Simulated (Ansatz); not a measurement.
Start from C (space group Fmmm, No. 69; a = 2.4562 Å, b = 4.2509 Å, c = 6.7530 Å; layered, stacked along the Cartesian z axis).

Calculations: Kohn–Sham DFT with the r2SCAN+rVV10 functional, run in Ansatz (a quantum-chemistry and plane-wave program) with PAW and 500 eV plane waves, scalar-relativistic without spin-orbit coupling.

Before the change:

- Volume per atom = 8.81 Å³
- Band gap = zero

Perturbation: a hydrostatic pressure of 0.3 GPa.

What happens to the volume per atom and band gap?

The volume per atom shrinks by 0.07 Å³ (8.81 Å³ → 8.74 Å³); the band gap is still zero.

The mesh was chosen for an insulator and is coarse for the gapless case. Load acts through the strain it causes; cell and atoms are relaxed under it. Whether these cells are dynamically stable was not tested. The base started in Cmme and relaxed to Fmmm at this level. This is not the structure that C has at room temperature and ambient pressure.
